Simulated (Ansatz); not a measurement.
Data:

```
HfSi2
1.0
    1.84139    -7.29901     0.00000
    1.84139     7.29901     0.00000
    0.00000     0.00000     3.49505
Si Hf
4 2
Direct
  0.94499   0.05501   0.75000
  0.05501   0.94499   0.25000
  0.24839   0.75161   0.75000
  0.75161   0.24839   0.25000
  0.60558   0.39442   0.75000
  0.39442   0.60558   0.25000
```

No spin polarisation.

Method: Ansatz (a first-principles code), PBE, PAW, cutoff 420 eV, no SOC. k-mesh 13×13×13 (Γ-centred); smearing 0.05 eV (Fermi–Dirac).

Q: Predict the space group, band gap and pressure.

A: The space group is Cmcm (No. 63). The band gap is zero and the pressure (mean of the normal stresses, compression positive) is 7.6 GPa.

The cells carry an imposed strain or load. No phonon test of stability was made. The final runs are not spin-polarised. The cell was made from HfSi2 (space group Cmcm, No. 63) by this change: uniaxial strain ε_zz = −4.46 %.
